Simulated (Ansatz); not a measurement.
The parent structure is CoSi$_{2}$ (space group Fm-3m, No. 225; a = 5.3612 Å; not spin-polarised; relaxed with 0.1 eV smearing).

Method: PBE in Ansatz (plane waves to 420 eV, PAW, no spin-orbit coupling), earlier PAW set.

Base values:

| Quantity | Result |
|---|---|
| Pressure | 0.0 GPa |

The change: the cell is scaled by 0.9470 in all directions, atoms relaxed at fixed cell.

Question: What happens to the energy relative to the base?

Answer: The energy grows by 0.219 eV/atom.

Question: Predict the new pressure.

Answer: The pressure goes from zero to 42.1 GPa.

The cells carry an imposed strain or load. Whether these cells are dynamically stable was not tested. Starting moments died away, wholly or in part, for the base; another magnetic solution may exist. All final runs are without spin polarisation. An odd electron count without spin: CoSi2.

Ansatz is an electronic-structure program.
